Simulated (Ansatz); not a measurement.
# Effect of tensor shear ε_xy = +2.00 % on Na

Start from Na in the bcc (W type) structure (space group Im-3m, No. 229; a = 4.173 Å; relaxed with 0.1 eV smearing). Axes: x, y, z lie along the cube axes.

One thing is altered: tensor shear ε_xy = +2.00 % (engineering shear γ = 0.0400), atoms relaxed at fixed cell.

All numbers come from plane-wave PAW DFT at the PBEsol level (Ansatz, a first-principles code, 420 eV), scalar-relativistic without spin-orbit coupling. k-mesh 22×22×22 (Γ-centred); smearing 0.1 eV (Fermi–Dirac).

```csv
quantity,base,changed,shift
volume per atom,36.35 Å³,36.33 Å³,-0.015 Å³
space group,Im-3m (No. 229),Fmmm (No. 69),–
shortest interatomic distance,361.4 pm,356.6 pm,-4.8 pm
energy relative to the base (free energy F),0 meV/atom,+1.2 meV/atom,+1.2 meV/atom
band gap,zero,zero,–
"stress (xx, yy, zz, yz, xz, xy; compression positive)",–,"(0.0, 0.0, 0.0, 0.0, 0.0, -0.3) GPa",–
```

Cost of the whole job for the changed cell (relaxation, final SCF and bands): around 40 core-seconds (rough).

The cells carry an imposed strain or load. Stability against distortions was not tested.
